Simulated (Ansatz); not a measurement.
Band structure of BaSn (Cmcm, 4 atoms in the cell).

```
BaSn
1.0
    2.68307    -6.36291     0.00000
    2.68307     6.36291     0.00000
    0.00000     0.00000     4.71514
Ba Sn
2 2
Direct
  0.13558   0.86442   0.25000
  0.86442   0.13558   0.75000
  0.42794   0.57206   0.25000
  0.57206   0.42794   0.75000
```

Method: PBEsol, PAW files made with PBE (plane waves; Ansatz, an electronic-structure program).

Settings: kpoints.mp_grid.grid = 5 5 5; hamiltonian.xc = pbesol; hamiltonian.pseudopotentials = {kind: paw} (the program's default PAW files); scf.occupations.method = fermi_dirac; scf.occupations.width = 0.05 eV; kpoints.band_path.npoints = 8.

The starting cell comes from a database of computed structures (which also holds hypothetical and non-ambient phases and stackings), without a prior relaxation at this level.

Levels in eV from the Fermi level, bands 21 to 28:
| point | 21 | 22 | 23 | 24 | 25 | 26 | 27 | 28 |
|---|---|---|---|---|---|---|---|---|
| Γ | -1.53 | -1.39 | -1.09 | -0.28 | 0.77 | 1.10 | 1.74 | 1.81 |
| X | -2.56 | -1.60 | -1.11 | -0.99 | 0.56 | 1.19 | 1.24 | 2.02 |
| S | -2.60 | -1.60 | -1.47 | -0.91 | 0.89 | 1.00 | 1.53 | 2.42 |
| R | -1.95 | -1.95 | -0.95 | -0.95 | 0.39 | 0.39 | 2.88 | 2.88 |
| A | -2.14 | -2.14 | -0.83 | -0.83 | 0.56 | 0.56 | 2.19 | 2.19 |
| Z | -2.02 | -2.02 | -1.25 | -1.25 | 0.09 | 0.09 | 2.34 | 2.34 |
| Y | -1.23 | -1.20 | -1.00 | -0.46 | 0.02 | 1.49 | 1.54 | 1.63 |
| X1 | -2.56 | -1.60 | -1.11 | -0.99 | 0.56 | 1.19 | 1.24 | 2.02 |
| A1 | -2.14 | -2.14 | -0.83 | -0.83 | 0.56 | 0.56 | 2.19 | 2.19 |
| T | -2.57 | -2.57 | -0.94 | -0.94 | 0.77 | 0.77 | 1.95 | 1.95 |

Bands cross the Fermi level along this path, so the cell is metallic at this level.

Keys are those of Ansatz 0.2.
